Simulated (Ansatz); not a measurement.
InSb, response to strain

Base system: InSb in the zinc blende structure (space group F-43m, No. 216; a = 6.5189 Å). Axes: x, y, z lie along the cube axes.

Strains are applied to the cell and any free atomic positions relax; under biaxial strain the out-of-plane vector relaxes too.

Level of theory: DFT with PBEsol, PAW potentials and a 420 eV plane-wave cutoff in Ansatz (an electronic-structure program), without spin-orbit coupling.

Notes on the quantities. energy relative to the base: free energy F; pressure: mean of the normal stresses, compression positive.

| variant | energy relative to the base | pressure | shortest interatomic distance |
|---|---|---|---|
| base | 0 meV/atom | 0.0 GPa | 2.823 Å |
| biaxial strain −3.00 %, plane normal [001], relaxed out of plane | +12 meV/atom | 1.3 GPa | 2.798 Å |
| biaxial strain −2.50 %, plane normal [001], relaxed out of plane | +8.3 meV/atom | 1.0 GPa | 2.802 Å |
| biaxial strain −2.00 %, plane normal [001], relaxed out of plane | +5.3 meV/atom | 0.8 GPa | 2.806 Å |
| biaxial strain −1.50 %, plane normal [001], relaxed out of plane | … | 0.6 GPa | 2.810 Å |
| biaxial strain −1.00 %, plane normal [001], relaxed out of plane | +1.3 meV/atom | 0.4 GPa | 2.814 Å |
| biaxial strain −0.50 %, plane normal [001], relaxed out of plane | +0.3 meV/atom | 0.2 GPa | … |

Problem. Fill in the withheld entries from the trend.

Solution. 
- biaxial strain −1.50 %, plane normal [001], relaxed out of plane, energy relative to the base: +2.9 meV/atom
- biaxial strain −0.50 %, plane normal [001], relaxed out of plane, shortest interatomic distance: 2.819 Å

No phonon test of stability was made. The final runs are not spin-polarised.
